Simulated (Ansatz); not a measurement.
A user runs Ansatz (a first-principles code) on HfB2 (P6/mmm, 3 atoms in the cell) and asks whether the run is sound. The aim is a self-consistent single point with DFT, revPBE, plane waves, default PAW files made with PBE.

Cell that was meant: a = 3.1086 Å, b = 3.1086 Å, c = 3.4524 Å, α = 90.00°, β = 90.00°, γ = 120.00°.

Part of the input:

Ansatz 0.2 input:
```yaml
scf:
  occupations:
    method: gaussian
    width: 0.1 Ry
output:
  forces: true
  eigenvalues: true
```

Output, abridged:

```
   [... lines left out ...]
PAW frozen core: B, regenerated for the run's functional, and the local potential with it
Initial density: superposition of atomic densities (neutral atoms: chi_scale 0, normalization atom), corrected by the library's trained network
Initial wavefunctions: pseudopotential atomic-orbital guess
Eigensolver: davidson
Functional: x = revpbe(κ = 1.245, μ = 0.2195149727645171), c = pbe(β = 0.06672455060314922)
SCF iter   1: F=—  HF=-16046.703710 eV  |F-HF|=—  |Δ(HF+E_count)|=         —  Δρ=2.33e-3  dr2=1.25e-3  ethr=1.77e-3  ⟨swp⟩=4.8  Hψ=9450  notcnv=0
all-band conjugate gradients solve this SCF's bands
preconditioner: auto → none
SCF iter   2: F=—  HF=-16046.703493 eV  |F-HF|=—  |Δ(HF+E_count)|=   2.17e-4  Δρ=1.53e-3  dr2=6.65e-4  ethr=3.91e-6  ⟨swp⟩=1.9  Hψ=4002  notcnv=0
   [... lines left out ...]
iter 5 did not close the SCF: its close was put off for the readings that it lacked (scf_convergence_deferred on its scf_iter line)
SCF iter   5: F=-16046.703338 eV  HF=-16046.703338 eV  |F-HF|=1.56e-8  |Δ(HF+E_count)|=   2.26e-6  Δρ=2.42e-5  dr2=7.74e-8  ethr=2.49e-9  ⟨swp⟩=2.0  Hψ=4398  notcnv=0
SCF iter   6: F=-16046.703338 eV  HF=-16046.703338 eV  |F-HF|=1.10e-9  |Δ(HF+E_count)|=   2.38e-8  Δρ=4.82e-6  dr2=3.00e-9  ethr=2.42e-10  ⟨swp⟩=2.9  Hψ=8697  notcnv=0
SCF 1 converged in 6 iterations: F = -16046.703338 eV  dr2 = 3.00e-9
Free energy (F): -16046.703338 eV
Internal energy: -16046.302382 eV  (E = F + TS)
E sigma→0 (E₀):  -16046.502860 eV
Entropy (-TS):   -0.400956 eV (-133.652 meV/atom)
Fermi energy:    21.073519 eV
--- Forces (eV/Å), atoms counted from 1 ---
  atom   1  Hf    -0.00000000     0.00000000     0.00000000
   [... zero for the other atoms too ...]
--- Stress (GPa, compression-positive) ---
       14.333383       0.000000      -0.000000
        0.000000      14.333383      -0.000000
       -0.000000      -0.000000      12.090174
  P = ⅓ Tr σ = 13.5856 GPa (135.856 kbar)
  The stress holds the Pulay correction. Without it, at fixed plane waves, as pw.x and ABINIT print it: P = 13.3903 GPa
```

Task: Is this run sound? If not, what is wrong?

Result: The run is not sound. The fault is a smearing width that is far too large. A width of many tenths of an electronvolt moves electrons far across the Fermi level or the gap, and the free energy and its derivatives carry a large smearing term. To fix it, use a width small against the gap or band features. The run converged in 6 iterations without an error; against the sound input the free energy falls by 50.3 meV/atom and the pressure goes from 12.28 to 13.59 GPa. The full log also holds (shortened here): “iter 5 did not close the SCF: its close was put off for the readings that it lacked (scf_convergence_deferred on its scf_iter line)”.

The sound input it was made from differs as follows (other fixes are possible):
```diff
-    width: 0.1 Ry
+    width: 0.02 Ry
```

With that input, the run converged in 6 iterations: free energy E − TS (on the zero of these files) -16046.5524 eV; Fermi level (on the code's own zero) 21.27 eV; pressure 12.28 GPa (DFT, revPBE, plane waves, default PAW files made with PBE).

On the sound input: the starting cell comes from a database of computed structures (which also holds hypothetical and non-ambient phases and stackings), without a prior relaxation at this level. Its lattice was rescaled by a random factor within 2.5 % of one. With a pressure of about 12 GPa the cell is away from its equilibrium volume at this level. Ansatz's pressure includes its estimate of the finite-basis (Pulay) stress.
